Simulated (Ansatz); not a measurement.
Take AlN in the rock salt structure (space group Fm-3m, No. 225; a = 4.0452 Å; a model cell, its experimental status unchecked) as the base. Axes: x, y, z lie along the cube axes.

Levels (all Ansatz, a quantum-chemistry and plane-wave program, PAW): PBEsol (420 eV, without spin-orbit coupling); r2SCAN (500 eV, spin-orbit coupling left out).

Its gap is 4.55 eV with PBEsol and 5.47 eV with r2SCAN.

Perturbation: uniaxial stress, 2 GPa tension along z, with the cell and atoms free to relax against it.

With PBEsol the gap becomes 4.46 eV.

Q: If the r2SCAN correction stayed the same, what would the r2SCAN gap be, and what does the r2SCAN run give?

A: A rigid correction of +0.92 eV gives 5.38 eV. The r2SCAN run gives 5.38 eV, so the two effects roughly add.

Single points use the geometry relaxed with PBEsol. Load acts through the strain it causes; cell and atoms are relaxed under it. Stability under load was not tested beyond the relaxation. The base started in Pnma and relaxed to Fm-3m at this level. This is not the structure that AlN has at room temperature and ambient pressure.
